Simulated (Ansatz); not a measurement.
Take TiB₂ (space group P6/mmm, No. 191; a = 3.032 Å, c = 3.224 Å) as the base.

Structures relaxed with PBE in Ansatz (plane waves to 420 eV, PAW, without spin-orbit coupling).

Base:

Simulated powder pattern, Cu Kα1, λ = 1.54056 Å (kinematic, ideal powder, no thermal factors, no anomalous dispersion; the 14 strongest lines at most, above 2 %, up to 2θ = 90°):

| 2θ (°) | I/Imax (%) | hkl |
|---|---|---|
| 27.64 | 20 | (001) |
| 34.12 | 57 | (100) |
| 44.46 | 100 | (101) |
| 57.08 | 9.2 | (002) |
| 61.08 | 22 | (110) |
| 68.20 | 13 | (102) |
| 68.31 | 8.7 | (111) |
| 71.85 | 5.4 | (200) |
| 78.61 | 15 | (201) |
| 88.45 | 15 | (112) |

The change: a hydrostatic pressure of 22.5 GPa.

After the change:

Simulated powder pattern, Cu Kα1, λ = 1.54056 Å (kinematic, ideal powder, no thermal factors, no anomalous dispersion; the 14 strongest lines at most, above 2 %, up to 2θ = 90°):

```tsv
2θ (°)	I/Imax (%)	hkl
28.57	20	(001)
34.92	59	(100)
45.72	100	(101)
59.14	9.0	(002)
62.62	22	(110)
70.24	8.7	(111)
70.55	13	(102)
73.75	5.5	(200)
80.90	16	(201)
```

The indices refer to the base's conventional cell; one index is shown for lines that coincide.

Load acts through the strain it causes; cell and atoms are relaxed under it. No phonon test of stability was made. No other phases were tried under pressure. All final runs are without spin polarisation.

Ansatz is an electronic-structure program.
